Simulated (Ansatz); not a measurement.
# Band gap of Bi2SO2 (Pnnm, No. 58; start mp-27891) at several levels of theory

No measured value is used here.

```csv
level (code),value (eV)
LDA (Ansatz),0.76
PBEsol+SOC (Ansatz),0.54 (indirect)
r²SCAN+SOC (Ansatz),0.91 (indirect)
HSE06+SOC (Ansatz),1.24 (indirect)
PBE0 (Ansatz),2.16
```

Computed values are for a static lattice. Spin–orbit coupling is included only where a level's name says +SOC; with heavier elements it mostly lowers gaps and can invert bands.  Values are at the PBEsol cell. Cutoffs and k meshes differ between the levels. Ansatz's density-functional and Hartree–Fock values are scalar-relativistic unless marked +SOC, with PAW data made under PBE.

A start named mp-… is a Materials Project structure, which can be a computed phase never made.

Ansatz is an electronic-structure program.
